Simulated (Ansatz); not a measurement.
For ScCu2 (I4/mmm, No. 139; cell taken from a computed entry), PBEsol in Ansatz (plane waves, PAW) gives:

* **lattice constant a**: 3.251 Å
* **c axis length**: 8.246 Å
* **bulk modulus B0**: 115 GPa
* **cohesive energy**: 4.48 eV/atom

**Question.** What does r²SCAN (Ansatz, an electronic-structure program, plane waves, PAW) give for the same quantities?

**Answer.** 
- lattice constant a: 3.270 Å (goes up by 0.6 %)
- lattice parameter c: 8.335 Å (goes up by 1.1 %)
- bulk modulus: 112 GPa (decreases by 2.6 %)
- cohesive energy: 4.18 eV/atom (drops by 0.30 eV/atom)

Changes are worked out from the printed values.

Unless a cell is named, each level is at its own relaxed cell (PBEsol 14.53, r²SCAN 14.86 Å³/atom).

The crystal itself was run without spin with PBEsol, r²SCAN; a magnetic state was not tried in these runs.

Caveats: the bulk modulus is −V dP/dV from two relaxed cells at ±2 % in volume (PBEsol, r²SCAN); the relaxation could not lower the start's symmetry, so the cell can be a saddle point above a distorted one (PBEsol, r²SCAN). Ansatz's density-functional and Hartree–Fock values are scalar-relativistic unless marked +SOC, with PAW data made under PBE.
